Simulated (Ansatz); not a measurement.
The parent structure is BN in the wurtzite structure (space group P6_3mc, No. 186; a = 2.5232 Å, c = 4.1751 Å). Axes: x lies along a and z along c of the hexagonal cell.

Level of theory: Ansatz (a program for electronic structure) LDA, no SOC.

Strains are applied to the cell and any free atomic positions relax.

One change was made to it. Results:

The energy increases by 4.4 meV/atom; the valence-band top at Γ (three highest levels, from the VBM) goes from 0.00, 0.00, -0.29 eV to 0.00, -0.05, -0.38 eV.

**Question.** Which change produced these results?
A) tensor shear ε_xz = +0.33 %
B) tensor shear ε_xz = +1.67 %
C) tensor shear ε_xz = +2.00 %
D) tensor shear ε_xz = +1.33 %

**Answer.** D, tensor shear ε_xz = +1.33 %. For comparison, the energy relative to the base in the other runs: tensor shear ε_xz = +2.00 % gives +9.9 meV/atom; tensor shear ε_xz = +1.67 % gives +6.9 meV/atom; tensor shear ε_xz = +0.33 % gives +0.3 meV/atom.

The levels and masses belong to the bands next to the band gap. No phonon test of stability was made.
